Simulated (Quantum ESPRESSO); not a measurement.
The steps of a band-structure calculation for BaAs2Ru2 (I4/mmm, 5 atoms in the cell) with Quantum ESPRESSO.

Computed with PBEsol, GBRV 1.5 ultrasoft (PBESOL) pseudopotentials (plane waves; Quantum ESPRESSO).

Step 1 (scf):

```fortran
&control
 calculation = 'scf',
 prefix = 'pwscf',
 outdir = './tmp',
 pseudo_dir = './',
 tprnfor = .true.,
 tstress = .true.,
/
&system
 ibrav = 0,
 nat = 5,
 ntyp = 3,
 ecutwfc = 40,
 ecutrho = 320,
 occupations = 'smearing',
 smearing = 'cold',
 degauss = 0.0073499,
/
&electrons
 conv_thr = 1.0e-11,
 mixing_beta = 0.3,
/
ATOMIC_SPECIES
Ba   137.3270  ba_pbesol_v1.uspp.F.UPF
As    74.9216  as_pbesol_v1.uspp.F.UPF
Ru   101.0700  ru_pbesol_v1.2.uspp.F.UPF
CELL_PARAMETERS bohr
  -4.01255753     4.01255753    11.95234010
   4.01255753    -4.01255753    11.95234010
   4.01255753     4.01255753   -11.95234010
ATOMIC_POSITIONS crystal
Ba    0.00000000    0.00000000    0.00000000
As    0.65137000    0.65137000    0.00000000
As    0.34863000    0.34863000    0.00000000
Ru    0.75000000    0.25000000    0.50000000
Ru    0.25000000    0.75000000    0.50000000
K_POINTS automatic
4 4 4  0 0 0
```

Step 2 (bands):

```fortran
&control
 calculation = 'bands',
 prefix = 'pwscf',
 outdir = './tmp',
 pseudo_dir = './',
 verbosity = 'high',
/
&system
 ibrav = 0,
 nat = 5,
 ntyp = 3,
 ecutwfc = 40,
 ecutrho = 320,
 occupations = 'smearing',
 smearing = 'cold',
 degauss = 0.0073499,
 nbnd = 34,
/
&electrons
 conv_thr = 1.0e-11,
 startingwfc = 'random',
 diago_thr_init = 1.0d-6,
 diagonalization = 'cg',
/
ATOMIC_SPECIES
Ba   137.3270  ba_pbesol_v1.uspp.F.UPF
As    74.9216  as_pbesol_v1.uspp.F.UPF
Ru   101.0700  ru_pbesol_v1.2.uspp.F.UPF
CELL_PARAMETERS bohr
  -4.01255753     4.01255753    11.95234010
   4.01255753    -4.01255753    11.95234010
   4.01255753     4.01255753   -11.95234010
ATOMIC_POSITIONS crystal
Ba    0.00000000    0.00000000    0.00000000
As    0.65137000    0.65137000    0.00000000
As    0.34863000    0.34863000    0.00000000
Ru    0.75000000    0.25000000    0.50000000
Ru    0.25000000    0.75000000    0.50000000
K_POINTS crystal_b
13
  0.00000000   0.00000000   0.00000000  10  ! G
 -0.50000000   0.50000000   0.00000000   2  ! X
 -0.50000000   0.50000000  -0.05635165   7  ! Y
 -0.27817583   0.27817583  -0.27817583   8  ! S
  0.00000000   0.00000000   0.00000000   5  ! G
  0.50000000   0.50000000  -0.50000000   7  ! Z
  0.27817583   0.72182417  -0.72182417   3  ! S1
  0.00000000   0.50000000  -0.50000000   7  ! N
 -0.25000000   0.75000000  -0.25000000   3  ! P
  0.05635165   0.94364835  -0.50000000   9  ! Y1
  0.50000000   0.50000000  -0.50000000   1  ! Z
 -0.50000000   0.50000000   0.00000000   2  ! X
 -0.25000000   0.75000000  -0.25000000   1  ! P
```

Step 3 (bands.x):

```fortran
&bands
 prefix = 'pwscf',
 outdir = './tmp',
 filband = 'bands.dat',
 lsym = .false.,
/
```

Output of bands (abridged):

```
     Atomic positions and unit cell read from directory:
     ./tmp/pwscf.save/

     Message from routine setup:
     using ibrav=0 with symmetry is DISCOURAGED, use correct ibrav instead
     G-vector sticks info
     --------------------
     sticks:   dense  smooth     PW     G-vecs:    dense   smooth      PW
     Sum        3457    1719    515                74433    26213    4227

     bravais-lattice index     =            0
   [... lines left out ...]
     unit-cell volume          =     769.7602 (a.u.)^3
   [... lines left out ...]
   [... 62 lines left out ...]

     Dense  grid:    74433 G-vectors     FFT dimensions: (  75,  75,  75)

     Smooth grid:    26213 G-vectors     FFT dimensions: (  54,  54,  54)

     The potential is recalculated from file :
     ./tmp/pwscf.save/charge-density

     negative rho (up, down):  2.343E-01 0.000E+00

     Band Structure Calculation
     CG style diagonalization

     ethr =  1.00E-06,  avg # of iterations = 30.9

     End of band structure calculation

          k = 0.0000 0.0000 0.0000 (  3301 PWs)   bands (ev):

   -60.6055 -60.5756 -30.8032 -30.8032 -30.6300 -30.6300 -30.5416 -30.4972
   -16.6131  -1.8781  -1.6976  -1.6976  -0.4574   0.7551   6.3775   7.3932
     7.3932   7.4925   8.0852   8.7092   8.7092  10.5486  10.6971  11.3680
    11.5246  11.5246  12.0652  12.6212  13.4420  14.5236  14.5236  14.8974
    15.6749  16.0384

          k = 0.0824-0.0824 0.0000 (  3283 PWs)   bands (ev):

   -60.6051 -60.5759 -30.8039 -30.7985 -30.6350 -30.6295 -30.5410 -30.4977
   -16.6117  -1.8707  -1.7249  -1.7072  -0.4111   0.7516   6.4236   7.3298
     7.4182   7.5031   8.1319   8.6337   8.7315  10.5290  10.7109  11.3116
    11.4582  11.4644  12.0872  12.6428  13.4409  14.3682  14.5782  14.9121
    15.7416  16.1842

   [... 63 blocks of this kind left out ...]
```

Output of bands.x (abridged):

```
     Reading xml data from directory:

     ./tmp/pwscf.save/

     G-vector sticks info
     --------------------
     sticks:   dense  smooth     PW     G-vecs:    dense   smooth      PW
     Sum        3457    1719    515                74433    26213    4227

     negative rho (up, down):  2.343E-01 0.000E+00
     Reading collected, re-writing distributed wavefunctions
     high-symmetry point:  0.0000 0.0000 0.0000   x coordinate   0.0000
     high-symmetry point:  0.8244-0.8244 0.0000   x coordinate   1.1658
     high-symmetry point:  0.7314-0.9173 0.0000   x coordinate   1.2972
     high-symmetry point:  0.0000-0.9173 0.0000   x coordinate   2.0286
     high-symmetry point:  0.0000 0.0000 0.0000   x coordinate   2.9459
     high-symmetry point:  0.0000 0.0000 0.5535   x coordinate   3.4994
   [... 2 lines left out ...]
     high-symmetry point:  0.8244-0.8244 0.2767   x coordinate   5.3471
     high-symmetry point:  0.7314-0.7314 0.5535   x coordinate   5.6535
     high-symmetry point:  0.0000 0.0000 0.5535   x coordinate   6.6879
     high-symmetry point:  0.8244-0.8244 0.0000   x coordinate   6.6879
     high-symmetry point:  0.8244-0.8244 0.2767   x coordinate   6.9646

     Plottable bands (eV) written to file bands.dat.gnu
     Bands written to file bands.dat

   JOB DONE.
```

The starting cell comes from a database of computed structures (which also holds hypothetical and non-ambient phases and stackings), without a prior relaxation at this level. Its lattice was rescaled by a random factor within 2.5 % of one. Spin polarisation is off.
